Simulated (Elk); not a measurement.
Worked example: self-consistent single point of Ti3Nb (Pm-3m, 4 atoms in the cell) in Elk.

Computed with PBEsol, all-electron FP-LAPW, Elk's shipped species files, default APW+lo basis (Elk).

```
CELL_PARAMETERS angstrom
      4.21816     0.00000     0.00000
      0.00000     4.21816     0.00000
      0.00000     0.00000     4.21816
ATOMIC_POSITIONS crystal
  Ti 0.00000 0.50000 0.50000
  Ti 0.50000 0.00000 0.50000
  Ti 0.50000 0.50000 0.00000
  Nb 0.00000 0.00000 0.00000
```

Reference input (self-consistent single point, DFT, PBEsol, all-electron FP-LAPW, Elk's shipped species files, default APW+lo basis): xctype = 22; swidth = 0.00367493 Ha; ngridk = 5 5 5; vkloff = 0.5 0.5 0.5; maxscl = 100. This run's input differs from it in these lines:

```diff
@@ -6,4 +6,7 @@
 
+stype
+  0
+
 swidth
-  0.00367493
+  0.0110248
```

Output, abridged:

```
│ Self-consistent loop started │
│ Loop number : 1 │
 total energy                :     -6364.33309642
│ Loop number : 2 │
 total energy                :     -6364.81082448
RMS change in Kohn-Sham potential (target) :   0.3257855612     (  0.1000000000E-05)
Absolute change in total energy (target)   :   0.4777280631     (  0.1000000000E-03)
│ Loop number : 3 │
 total energy                :     -6365.30062307
RMS change in Kohn-Sham potential (target) :   0.3249480942     (  0.1000000000E-05)
Absolute change in total energy (target)   :   0.6092306036     (  0.1000000000E-03)
│ Loop number : 4 │
   [... lines left out ...]
Absolute change in total energy (target)   :   0.5105863220E-03 (  0.1000000000E-03)
│ Loop number : 16 │
 total energy                :     -6377.07686675
RMS change in Kohn-Sham potential (target) :   0.4589353367E-06 (  0.1000000000E-05)
Absolute change in total energy (target)   :   0.1899437830E-03 (  0.1000000000E-03)
│ Loop number : 17 │
 total energy                :     -6377.07687144
RMS change in Kohn-Sham potential (target) :   0.8502173946E-07 (  0.1000000000E-05)
Absolute change in total energy (target)   :   0.5217249873E-04 (  0.1000000000E-03)
Convergence targets achieved

│ Loop number : 18 │

Energies :
 Fermi                       :     0.284155866934
 total energy                :     -6377.07687060

Density of states at Fermi energy :    182.7872936
 (states/Hartree/unit cell)

Estimated indirect band gap :   0.1187382640E-02
 from k-point      2 to k-point      6
Estimated direct band gap   :   0.3144973207E-02
 at k-point      6

Charges :
 core                        :    58.00000000
 valence                     :    49.00000000
 interstitial                :    6.994368515
 muffin-tins (core leakage)
  species :    1 (Ti)
   atom    1                 :    20.28108714     (  0.5277076554E-09)
   atom    2                 :    20.28108714     (  0.5277076554E-09)
   atom    3                 :    20.28108714     (  0.5277076554E-09)
  species :    2 (Nb)
   atom    1                 :    39.16237008     (  0.9255606273E-06)
 total in muffin-tins        :    100.0056315
 total calculated charge     :    107.0172993
 total charge                :    107.0000000
 error                       :   0.1729926487E-01

│ Self-consistent loop stopped │
```

The run converged in 18 iterations. The count includes the last loop, which Elk runs after its targets are met. 

The starting cell comes from a database of computed structures (which also holds hypothetical and non-ambient phases and stackings), without a prior relaxation at this level. Its lattice was rescaled by a random factor within 2.5 % of one. Spin polarisation is off. Values depend on the basis (sphere radii, cutoffs, local orbitals), which need not be converged. The log's line on a gap gives a spacing of levels on this mesh, which the program prints for metals too.
